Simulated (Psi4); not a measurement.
Psi4 1.11, PBE/def2-svp: In(F)3 ([F][In]([F])[F]), 4 atoms. The geometry is a generated start, not checked to be a minimum at this level.

- task: energy
- method: pbe
- basis: def2-svp
- memory: 3 GB
- maxiter: 100
- keys of the molecule block: symmetry c1
- scf_type: df (default)
- guess: auto, which took SAD (default)
- scf_initial_accelerator: adiis (default)
- e_convergence: 1e-06 (default)
- d_convergence: 1e-06 (default)
- dft_radial_points: 75 (default)
- dft_spherical_points: 302 (default)
- effective core potentials: those of the basis set, past Kr
- basis functions: 68
- grid points: 87324

```xyz
4

In    -0.0041     0.0049     0.0065
F     -1.6577    -1.0524     0.0558
F     -0.0080     1.8158    -0.7452
F      1.6699    -0.7684     0.6829
```

One run each on 2 threads. Values of diis_max_vecs tried: 3, 6, 10 (default), 20.

**Question.** Which value of diis_max_vecs needs the fewest SCF iterations, and what happens away from it?

**Answer.** Fewest SCF iterations, within one of each other: 6 with 9, 10 (default) with 9, 20 with 9. The count rises to 43 at 3. All converge to one solution.

```tsv
diis_max_vecs	SCF iterations	end
3	43	same solution
6	9	same solution
10 (default)	9	same solution
20	9	same solution
```
